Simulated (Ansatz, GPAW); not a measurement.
## BaNiSn₃ (I4mm, 5 atoms in the cell) computed with different codes at matched settings

Self-consistent single point.

```
CELL_PARAMETERS angstrom
     -2.42528     2.42528     5.51985
      2.42528    -2.42528     5.51985
      2.42528     2.42528    -5.51985
ATOMIC_POSITIONS crystal
  Ba 0.00098 0.00098 0.00000
  Ni 0.65982 0.65982 0.00000
  Sn 0.25009 0.75009 0.50000
  Sn 0.75009 0.25009 0.50000
  Sn 0.42732 0.42732 0.00000
```

Shared settings, as Ansatz (a first-principles code) writes them: kpoints.mp_grid.grid = 5 5 5; scf.occupations.method = fermi_dirac; scf.occupations.width = 0.1 eV. Potentials and cutoffs stand in the table.

```tsv
code	model	pressure (GPa)	largest force (eV/Å)	cutoff
GPAW	LDA (Perdew-Wang 92), GPAW PAW datasets LDA (gpaw-data 1.0.1)	-4.61	0.115	800 eV
Ansatz	LDA (PW92), PAW files made with PBE	-4.63	0.120	420 eV
```

Size of the force on each atom (eV/Å): Sizes of forces hide their directions.

```csv
code,Ba1,Ni2,Sn3,Sn4,Sn5
GPAW,0.034,0.115,0.091,0.091,0.106
Ansatz,0.042,0.101,0.089,0.089,0.120
```

On Ansatz's run: spin polarisation is off.

The spread over the programs that give each value: pressure within 0.02 GPa; largest force within 0.005 eV/Å.

Ansatz's pressure is given at a fixed set of plane waves, as the other plane-wave codes print theirs.

The starting cell comes from a database of computed structures (which also holds hypothetical and non-ambient phases and stackings), without a prior relaxation at this level. Its lattice was rescaled by a random factor within 2.5 % of one.

Keys are those of Ansatz 0.2.
